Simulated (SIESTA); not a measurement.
Worked example: self-consistent single point of Na3Ca (P1, 4 atoms in the cell) in SIESTA.

Method: LDA PW92, numerical atomic orbitals TZP, PseudoDojo LDA standard norm-conserving potentials (rewritten from UPF to PSML) run with SIESTA.

The change in words: lattice scaled by 0.98. Reference geometry:
```yaml
crystal:
  lattice:
    - [5.35463, 0.00000, 0.00000]
    - [0.00000, 5.35463, 0.00000]
    - [0.00000, 0.00000, 5.35463]
  atoms:
    - { symbol: Na, position: [0.00451, 0.49751, 0.49936] }
    - { symbol: Na, position: [0.49938, 0.00421, 0.50437] }
    - { symbol: Na, position: [0.49663, 0.49667, 0.99444] }
    - { symbol: Ca, position: [0.99947, 0.00161, 0.00183] }
```

Reference input (self-consistent single point, DFT, LDA PW92, numerical atomic orbitals TZP, PseudoDojo LDA standard norm-conserving potentials (rewritten from UPF to PSML)): XC.functional = LDA; XC.authors = PW92; potentials = PseudoDojo LDA standard; PAO.BasisSize = TZP; PAO.EnergyShift = 0.01 Ry; MeshCutoff = 400 Ry; kgrid.MonkhorstPack = 4 4 4; OccupationFunction = MP; OccupationMPOrder = 0; ElectronicTemperature = 0.272 eV; MaxSCFIterations = 150; SCF.Mixer.Method = Pulay. This run's input differs from it in these lines:

```diff
@@ -12,5 +12,5 @@
 %block LatticeVectors
-     5.354630000    0.000000000    0.000000000
-     0.000000000    5.354630000    0.000000000
-     0.000000000    0.000000000    5.354630000
+     5.247537000    0.000000000    0.000000000
+     0.000000000    5.247537000    0.000000000
+     0.000000000    0.000000000    5.247537000
 %endblock LatticeVectors
@@ -18,6 +18,6 @@
 %block AtomicCoordinatesAndAtomicSpecies
-     0.024176154    2.663971262    2.673877328  1
-     2.674011193    0.022516219    2.700736152  1
-     2.659259188    2.659494791   -0.029766388  1
-    -0.002816535    0.008647727    0.009777554  2
+     0.023692630    2.610691638    2.620399581  1
+     2.620530770    0.022065893    2.646721227  1
+     2.606073805    2.606304697   -0.029171058  1
+    -0.002760204    0.008474772    0.009582003  2
 %endblock AtomicCoordinatesAndAtomicSpecies
```

The program printed (abridged):

```
        iscf     Eharris(eV)        E_KS(eV)     FreeEng(eV)     dDmax    Ef(eV) dHmax(eV)
   scf:    1    -4769.951984    -4772.346031    -4772.423173  1.685618 -3.298126  3.550890
   scf:    2    -4772.532663    -4772.441809    -4772.519852  0.059095 -3.331471  2.520561
   scf:    3    -4772.601144    -4772.536787    -4772.618799  0.146627 -3.425789  0.292192
   scf:    4    -4772.543652    -4772.540842    -4772.621737  0.024909 -3.430422  0.047625
   scf:    5    -4772.540924    -4772.540884    -4772.621780  0.002079 -3.429582  0.025195
   scf:    6    -4772.540865    -4772.540876    -4772.621801  0.002475 -3.430227  0.003155
   scf:    7    -4772.540875    -4772.540875    -4772.621801  0.000257 -3.430391  0.002040
   scf:    8    -4772.540871    -4772.540873    -4772.621802  0.000360 -3.430358  0.001653
   scf:    9    -4772.540875    -4772.540874    -4772.621802  0.000119 -3.430417  0.000043
   scf:   10    -4772.540874    -4772.540874    -4772.621802  0.000004 -3.430416  0.000019
SCF Convergence by DM+H criterion
max |DM_out - DM_in|         :     0.0000038198
max |H_out - H_in|      (eV) :     0.0000192589
SCF cycle converged after 10 iterations

Using DM_out to compute the final energy and forces

siesta: E_KS(eV) =            -4772.5409

siesta: E_KS - E_eggbox =     -4772.5409

siesta: Atomic forces (eV/Ang):
     1   -0.029879    0.041448    0.001802
     2    0.013806   -0.035043   -0.041006
     3    0.037431    0.048591    0.032942
     4   -0.020807   -0.054585    0.005903
   Tot    0.000551    0.000411   -0.000360
   Max    0.054585
   Res    0.034167    sqrt( Sum f_i^2 / 3N )
   Max    0.054585    constrained

Stress tensor Voigt[x,y,z,yz,xz,xy] (kbar):       -3.41       -3.42       -3.42       -0.02       -0.02       -0.00
(Free)E + p*V (eV/cell)    -4772.3137
   [... lines left out ...]
siesta: FreeEng =     -4772.621802
siesta: Cell volume =        144.499561 Ang**3
siesta:           3.41640448          2.45108335  kBar
   [... lines left out ...]
               4pz     4px
   4  9.645   1.983   0.672  -0.256   0.482   2.018   2.018   2.018   0.237
              0.237   0.237

mulliken: Qtot =       37.000

Mulliken Atomic Populations:
Atom #   charge [q] valence [e]  Species
     1    -0.118525    9.118525  Na
     2    -0.118663    9.118663  Na
     3    -0.118181    9.118181  Na
     4     0.355368    9.644632  Ca
 Total     0.000000
```

The run converged in 10 iterations. Against the reference run the free energy goes down by 1.0 meV/atom, the pressure goes from -0.45 to 0.34 GPa and the largest force goes from 0.061 to 0.070 eV/Å.

The starting cell comes from a database of computed structures (which also holds hypothetical and non-ambient phases and stackings), without a prior relaxation at this level. Its atoms were displaced at random from the sites of space group no. 221. For this run, on top of that: lattice scaled by 0.98. Values carry the incompleteness of an atom-centred basis.
